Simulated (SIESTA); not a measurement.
SIESTA run on a (001) slab of Te (cut from a parent of space group no. 152; 6 atoms in the cell): self-consistent single point.

Method of the run: LDA PW92, numerical atomic orbitals DZP, PseudoDojo LDA standard norm-conserving potentials (rewritten from UPF to PSML) (SIESTA).

```yaml
crystal:
  lattice:
    - [4.43770, 0.00000, 0.00000]
    - [-2.21885, 3.84316, 0.00000]
    - [0.00000, 0.00000, 23.83392]
  atoms:
    - { symbol: Te, position: [0.00000, 0.26300, 0.37622] }
    - { symbol: Te, position: [0.73700, 0.73700, 0.45874] }
    - { symbol: Te, position: [0.26300, 0.00000, 0.29370] }
    - { symbol: Te, position: [0.00000, 0.26300, 0.62378] }
    - { symbol: Te, position: [0.73700, 0.73700, 0.70630] }
    - { symbol: Te, position: [0.26300, 0.00000, 0.54126] }
```

Reference input (self-consistent single point, DFT, LDA PW92, numerical atomic orbitals DZP, PseudoDojo LDA standard norm-conserving potentials (rewritten from UPF to PSML)): XC.functional = LDA; XC.authors = PW92; potentials = PseudoDojo LDA standard; PAO.BasisSize = DZP; PAO.EnergyShift = 0.005 Ry; MeshCutoff = 300 Ry; kgrid.MonkhorstPack = 3 3 1; OccupationFunction = FD; ElectronicTemperature = 232.09 K; MaxSCFIterations = 150; SCF.Mixer.Method = Pulay; SCF.Mixer.Weight = 0.1. This run's input differs from it in these lines:

```diff
@@ -31,4 +31,4 @@
 %block kgrid.MonkhorstPack
-    3   0   0  0.0
-    0   3   0  0.0
+   22   0   0  0.0
+    0  22   0  0.0
     0   0   1  0.0
```

Output, abridged:

```
        iscf     Eharris(eV)        E_KS(eV)     FreeEng(eV)     dDmax    Ef(eV) dHmax(eV)
   scf:    1   -17056.128327   -17061.771801   -17061.774411  0.729317 -4.359849  9.224415
   scf:    2   -17062.343397   -17064.126355   -17064.128678  0.167670 -4.506574  2.951173
   scf:    3   -17064.645062   -17064.596891   -17064.599526  0.057836 -4.533294  2.642389
   scf:    4   -17064.898602   -17064.800466   -17064.803288  0.057318 -4.629057  1.034483
   scf:    5   -17064.776131   -17064.808998   -17064.811811  0.030927 -4.644681  1.512265
   [... 5 lines left out ...]
   scf:   11   -17064.878151   -17064.878146   -17064.880908  0.000290 -4.674665  0.000794
   scf:   12   -17064.878146   -17064.878146   -17064.880908  0.000045 -4.674512  0.000679
   scf:   13   -17064.878148   -17064.878147   -17064.880909  0.000052 -4.674365  0.000288
   scf:   14   -17064.878147   -17064.878147   -17064.880909  0.000007 -4.674357  0.000107
SCF Convergence by DM+H criterion
max |DM_out - DM_in|         :     0.0000068032
max |H_out - H_in|      (eV) :     0.0001073168
SCF cycle converged after 14 iterations

Using DM_out to compute the final energy and forces

siesta: E_KS(eV) =           -17064.8781

siesta: E_KS - E_eggbox =    -17064.8781

siesta: Atomic forces (eV/Ang):
     1   -0.091549    0.878194   -0.666311
     2   -0.677628   -1.150656   -0.523375
     3    0.218598   -0.045541    0.472431
     4   -0.714836    0.518633    0.666082
     5   -0.069887   -0.212300   -0.472077
     6    1.335492    0.011472    0.523169
   Tot    0.000189   -0.000199   -0.000081
   Max    1.335492
   Res    0.628382    sqrt( Sum f_i^2 / 3N )
   Max    1.335492    constrained

   [... lines left out ...]
siesta: FreeEng =    -17064.880909
   [... lines left out ...]

siesta: Cell volume =        406.482548 Ang**3

siesta: Pressure (static):
siesta:                Solid            Molecule  Units
siesta:          -0.00004717         -0.00003761  Ry/Bohr**3
siesta:          -0.00433130         -0.00345334  eV/Ang**3
siesta:          -6.93950411         -5.53285976  kBar

siesta: Electric dipole (a.u.)  =    0.000000    0.000000    0.000025
siesta: Electric dipole (Debye) =    0.000000    0.000000    0.000064
```

The run converged in 14 iterations. Against the reference run the free energy goes up by 6.6 meV/atom and the largest force goes from 1.376 to 1.434 eV/Å.

The starting cell has typed, rounded lattice constants, without a prior relaxation at this level. The slab is cut from that crystal, and its faces are unrelaxed. Its lattice was rescaled by up to half a per cent. Spin polarisation is off, though cut faces can carry moments; the slab shows no gap. Values carry the incompleteness of an atom-centred basis. Forces in this geometry exceed 1 eV/Å.

Cost on one core of a shared machine: roughly 70 s.
